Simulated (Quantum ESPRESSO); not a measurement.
## Pressure against volume in zinc-blende GaN (space group 216) (Quantum ESPRESSO, PBEsol)

```xyz
2
Lattice="0.0000 2.1944 2.1944 2.1944 0.0000 2.1944 2.1944 2.1944 0.0000" Properties=species:S:1:pos:R:3 pbc="T T T"
Ga     0.0000     0.0000     0.0000
N      3.2916     3.2916     3.2916
```

Level of theory: PBEsol, GBRV 1.5 ultrasoft (PBESOL) pseudopotentials (plane waves; Quantum ESPRESSO). Settings: ecutwfc = 65 Ry; ecutrho = 325 Ry; occupations = smearing; smearing = fermi-dirac; degauss = 0.000734986 Ry; potentials = {Ga: ga_pbesol_v1.4.uspp.F.UPF, N: n_pbesol_v1.2.uspp.F.UPF}; K_POINTS = automatic 13 13 13 0 0 0; conv_thr = 1e-10 Ry; mixing_beta = 0.3. The cell above is the first row's. The rows scale it uniformly. In all rows fractional positions and the k mesh are held.

| V (Å^3/atom) | P (GPa) |
|---|---|
| 10.567 | 16.68 |
| 10.796 | 11.35 |
| 11.026 | 6.58 |
| 11.256 | 2.28 |
| 11.485 | -1.59 |
| 11.715 | -5.05 |
| 11.945 | -8.12 |
| 12.175 | -10.90 |
| 12.404 | ? |

Taking a cubic for P over the 8 complete rows: With u = V - 11.4, the rows have u = -0.8330, -0.6040, -0.3740, -0.1440, 0.0850, 0.3150, 0.5450, 0.7750. Least squares gives P = -0.204 - 16.5473·u + 3.9846·u² - 0.5665·u³. Residuals (row less fit): 0.008, -0.019, 0.008, 0.017, -0.008, -0.011, 0.010, -0.001; standard error 0.016 (degrees of freedom: 4). The fitted pressure is zero at V0 = 11.39, where dP/dV = -16.65, so B0 = -V0·dP/dV = 190 GPa.

**Question.** Predict the withheld P at V = 12.404 from the fit, and compare with the calculation.

**Answer.** u = 1.0040, so P = -0.204 - 16.5473 × 1.0040 + 3.9846 × 1.0040² - 0.5665 × 1.0040³ = -13.374 GPa. The calculation gives -13.39 GPa, 0.016 GPa below the prediction (0.1 % of the range of P in the table). The row lies outside the fitted rows, so this is an extrapolation. From the scatter of the fitted rows alone, a prediction at this place has a standard error of 0.044 GPa, so the miss is 0.4 times that.

Carrying the step between the two nearest rows on in a straight line would have given -13.67, off by 0.28; series whose last step already gives the withheld value aren't shown. The scan was laid around a cell of about the measured size, scaled by a guess for this functional. This is a metastable polymorph. The runs keep the symmetry of the cell, so they don't test it for distortions. Cutoffs and mesh are single choices, not tested for convergence of this quantity. Series with a scatter that would blur these digits, or in which a gap closes, are not shown.
